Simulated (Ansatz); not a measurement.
Base system: WS₂ in the 2H-MoS2 type structure (space group P6_3/mmc, No. 194; a = 3.154 Å, c = 12.141 Å; layered, stacked along the Cartesian z axis).

All numbers come from PBE-D3(BJ) in Ansatz (plane waves to 420 eV, PAW, no spin-orbit coupling), earlier PAW set.

For the base:

```
Quantity                                      Result
-----------------------------  ---------------------
Width of the top valence band                1.88 eV
Valence-band top at Γ          0.00, -1.30, -1.42 eV
```

It is then changed as follows: hydrostatic tension (pressure −2 GPa).

**Question.** What happens to the width of the top valence band and valence-band top at Γ?

**Answer.** The width of the top valence band falls by 0.16 eV (1.88 eV → 1.72 eV); the valence-band top at Γ (three highest levels, from the VBM) changes from 0.00, -1.30, -1.42 eV to 0.00, -1.03, -1.63 eV.

With W present, leaving out spin-orbit coupling can change the band edges. The levels and masses belong to the bands next to the band gap. Load acts through the strain it causes; cell and atoms are relaxed under it. No phonon test of stability was made.

Ansatz is a program for electronic structure.
